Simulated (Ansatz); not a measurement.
The parent structure is SiO2 in the CdI2 type structure (space group P-3m1, No. 164; a = 2.6701 Å, c = 4.5090 Å; a hypothetical phase, not in the database extracts checked; layered, stacked along the Cartesian z axis). Axes: x lies along a and z along c of the hexagonal cell.

One thing is altered: uniaxial strain ε_xx = +1.82 %, all other strain components held at zero, atoms relaxed at fixed cell.

Levels (all Ansatz, an electronic-structure program, PAW): PBEsol-D3(BJ) (420 eV, spin-orbit coupling left out); r2SCAN (500 eV, no spin-orbit coupling); HSE06 (420 eV, no spin-orbit coupling).

One geometry, relaxed with PBEsol-D3(BJ), under each level:

| level | band gap | lowest conduction level above the VBM at special points | electron mass |
|---|---|---|---|
| PBEsol-D3(BJ) | 5.95 eV | Γ 5.95 eV; A 6.97 eV; Y₂ 7.35 eV; M₂ 7.52 eV | 0.77 mₑ along z, 0.37 mₑ across (at Γ) |
| r2SCAN | ___ | ___ | ___ |
| HSE06 | 8.01 eV | Γ 8.01 eV; A 9.11 eV; Y₂ 9.47 eV | – |

Q: Give the withheld r2SCAN results.

A: 
- r2SCAN, band gap: 6.87 eV
- r2SCAN, lowest conduction level above the VBM at special points: Γ 6.87 eV; A 7.96 eV; Y₂ 8.43 eV; M₂ 8.59 eV
- r2SCAN, electron mass: 0.73 mₑ along z, 0.37 mₑ across (at Γ)

Single points use the geometry relaxed with PBEsol-D3(BJ). HSE06 gaps are upper bounds (no full band path). Masses are band curvatures over ±0.01 Å⁻¹ around the edge. Whether these cells are dynamically stable was not tested. k-point labels follow each cell's own Brillouin zone.
